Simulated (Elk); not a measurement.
# Elk run on CdS (F-43m, 2 atoms in the cell): self-consistent single point

Computed with PBE, all-electron FP-LAPW, Elk's shipped species files, APW+lo basis with extra local orbitals (Elk).

The input file:

```
tasks
  0

xctype
  20

rgkmax
  7.5

gmaxvr
  14.0

nxlo
  2

lorbcnd
  .true.

lmaxi
  3

stype
  0

swidth
  0.0001

scale
  7.897223632

avec
    0.0000000000    0.7071067812    0.7071067812
    0.7071067812    0.0000000000    0.7071067812
    0.7071067812    0.7071067812    0.0000000000

atoms
  2   : nspecies
  'Cd.in'   : spfname
  1   : natoms; atposl, bfcmt below
  0.0000000000  0.0000000000  0.0000000000    0.0 0.0 0.0
  'S.in'   : spfname
  1   : natoms; atposl, bfcmt below
  0.2500000000  0.2500000000  0.2500000000    0.0 0.0 0.0

ngridk
  7 7 7
```

Output (repeated stretches shortened):

```
│ Elk code version 10.2.4 │

All units are atomic (Hartree, Bohr, etc.)

│ Ground-state run starting from atomic densities │

Lattice vectors :
   0.000000000       5.584180383       5.584180383
   5.584180383       0.000000000       5.584180383
   5.584180383       5.584180383       0.000000000

Unit cell volume      :    348.2637817
Brillouin zone volume :   0.7122480904

Muffin-tin inner radius fraction :   0.1000000000E-01

Nuclei treated as point charges

Species :    1 (Cd)
 parameters loaded from : Cd.in
 name : cadmium
 nuclear charge    :   -48.00000000
 electronic charge :    48.00000000
 atomic mass :    204912.7175
 muffin-tin radius :    2.592439455
 number of radial points in muffin-tin :    597
 atomic positions (lattice), magnetic fields (Cartesian) :
   1 :   0.00000000  0.00000000  0.00000000    0.00000000  0.00000000  0.00000000

Species :    2 (S)
 parameters loaded from : S.in
 name : sulphur
 nuclear charge    :   -16.00000000
 electronic charge :    16.00000000
 atomic mass :    58450.91926
 muffin-tin radius :    2.193602616
 number of radial points in muffin-tin :    397
 atomic positions (lattice), magnetic fields (Cartesian) :
   1 :   0.25000000  0.25000000  0.25000000    0.00000000  0.00000000  0.00000000

Total number of atoms per unit cell :    2

Spin treatment :
 spin-unpolarised

Number of Bravais lattice symmetries :   48
Number of crystal symmetries         :   24
Crystal has no inversion symmetry
Complex Hermitian eigensolver will be used

k-point grid :      7     7     7
k-point offset :    0.000000000       0.000000000       0.000000000
k-point set is reduced with full crystal symmetry group
Total number of k-points :       30

Muffin-tin radius times maximum |G+k| :    7.500000000
 using average radius
Maximum |G+k| for APW functions       :    3.134113695
Maximum (1/2)|G+k|²                   :    4.911334327
Maximum |G| for potential and density :    14.00000000
 potential will be trimmed for |G| > 2 gkmax
Constant for pseudocharge density :    9
Radial integration step length :    4

G-vector grid sizes :     36    36    36
Number of G-vectors :    16265

Maximum angular momentum used for
 APW functions                      :    8
 outer part of muffin-tin           :    6
 inner part of muffin-tin           :    3

Total nuclear charge    :   -64.00000000
Total core charge       :    40.00000000
Total valence charge    :    24.00000000
Total excess charge     :    0.000000000
Total electronic charge :    64.00000000

Effective Wigner radius, rₛ :    1.091138574

Number of empty states         :    8
Total number of valence states :   20
Total number of core states    :   40

Conduction state local-orbitals added automatically
Total number of local-orbitals :  148

Exchange-correlation functional :     20     0     0
 Perdew-Burke-Ernzerhof, Phys. Rev. Lett. 77, 3865 (1996)
 gradient requirement :    1
 generalised gradient approximation (GGA)

Smearing type :    0
 Gaussian
Smearing width :   0.1000000000E-03
Effective electronic temperature (K) :    31.57750248

Mixing type :    3
 Broyden mixing, J. Phys. A: Math. Gen. 17, L317 (1984)

Kohn-Sham potential initialised from atomic data

│ Self-consistent loop started │
│ Loop number : 1 │
 total energy                :     -5997.92645112
│ Loop number : 2 │
 total energy                :     -5997.99607507
RMS change in Kohn-Sham potential (target) :   0.3134035359     (  0.1000000000E-05)
Absolute change in total energy (target)   :   0.6962395373E-01 (  0.1000000000E-03)
│ Loop number : 3 │
 total energy                :     -5997.78294131
RMS change in Kohn-Sham potential (target) :   0.2988831299     (  0.1000000000E-05)
Absolute change in total energy (target)   :   0.1957277717     (  0.1000000000E-03)
│ Loop number : 4 │
 total energy                :     -5996.43810245
RMS change in Kohn-Sham potential (target) :   0.1544928684     (  0.1000000000E-05)
Absolute change in total energy (target)   :    1.393770809     (  0.1000000000E-03)
│ Loop number : 5 │
 total energy                :     -5995.81319062
RMS change in Kohn-Sham potential (target) :   0.6637133590E-01 (  0.1000000000E-05)
Absolute change in total energy (target)   :   0.9733545280     (  0.1000000000E-03)
│ Loop number : 6 │
 total energy                :     -5995.50990665
RMS change in Kohn-Sham potential (target) :   0.1913398442E-01 (  0.1000000000E-05)
Absolute change in total energy (target)   :   0.5466226091     (  0.1000000000E-03)
│ Loop number : 7 │
 total energy                :     -5995.39766790
RMS change in Kohn-Sham potential (target) :   0.2157563650E-02 (  0.1000000000E-05)
Absolute change in total energy (target)   :   0.2488943989     (  0.1000000000E-03)
│ Loop number : 8 │
 total energy                :     -5995.40882000
RMS change in Kohn-Sham potential (target) :   0.1000054792E-02 (  0.1000000000E-05)
Absolute change in total energy (target)   :   0.5107149738E-01 (  0.1000000000E-03)
│ Loop number : 9 │
 total energy                :     -5995.40298321
RMS change in Kohn-Sham potential (target) :   0.9083564145E-04 (  0.1000000000E-05)
Absolute change in total energy (target)   :   0.1860466725E-01 (  0.1000000000E-03)
│ Loop number : 10 │
 total energy                :     -5995.40052186
RMS change in Kohn-Sham potential (target) :   0.2629684902E-04 (  0.1000000000E-05)
Absolute change in total energy (target)   :   0.7112519274E-02 (  0.1000000000E-03)
│ Loop number : 11 │
 total energy                :     -5995.40042626
RMS change in Kohn-Sham potential (target) :   0.6068420702E-05 (  0.1000000000E-05)
Absolute change in total energy (target)   :   0.1873720875E-02 (  0.1000000000E-03)
│ Loop number : 12 │
 total energy                :     -5995.40044879
RMS change in Kohn-Sham potential (target) :   0.1522205871E-05 (  0.1000000000E-05)
Absolute change in total energy (target)   :   0.4459044949E-03 (  0.1000000000E-03)
│ Loop number : 13 │
 total energy                :     -5995.40046320
RMS change in Kohn-Sham potential (target) :   0.6818039216E-06 (  0.1000000000E-05)
Absolute change in total energy (target)   :   0.9706563560E-04 (  0.1000000000E-03)
Convergence targets achieved

│ Loop number : 14 │

Energies :
 Fermi                       :     0.890749953594E-01
 sum of eigenvalues          :     -3587.30008722
 electron kinetic            :      6267.81737995
 core electron kinetic       :      6069.05766134
 Coulomb                     :     -12082.6839458
 Coulomb potential           :     -9620.03307313
 nuclear-nuclear             :     -497.125954232
 electron-nuclear            :     -13551.0829101
 Hartree                     :      1965.52491847
 Madelung                    :     -7272.66740927
 xc potential                :     -235.084394036
 exchange                    :     -177.368037852
 correlation                 :     -3.16586493778
 total energy                :     -5995.40046867

Density of states at Fermi energy :   0.8315420543E-05
 (states/Hartree/unit cell)

Estimated indirect band gap :   0.3703826259E-01
 from k-point      1 to k-point      1
Estimated direct band gap   :   0.3703826259E-01
 at k-point      1

Charges :
 core                        :    40.00000000
 valence                     :    24.00000000
 interstitial                :    2.882863195
 muffin-tins (core leakage)
  species :    1 (Cd)
   atom    1                 :    46.62950332     (  0.2588149422E-03)
  species :    2 (S)
   atom    1                 :    14.48763349     (  0.7211991631E-04)
 total in muffin-tins        :    61.11713680
 total calculated charge     :    63.99610950
 total charge                :    64.00000000
 error                       :   0.3890502199E-02

│ Self-consistent loop stopped │
```

The run converged in 14 iterations. The count includes the last loop, which Elk runs after its targets are met.

The starting cell comes from a database of computed structures (which also holds hypothetical and non-ambient phases and stackings), without a prior relaxation at this level. Its lattice was rescaled by a random factor within 2.5 % of one. Values depend on the basis (sphere radii, cutoffs, local orbitals), which need not be converged.
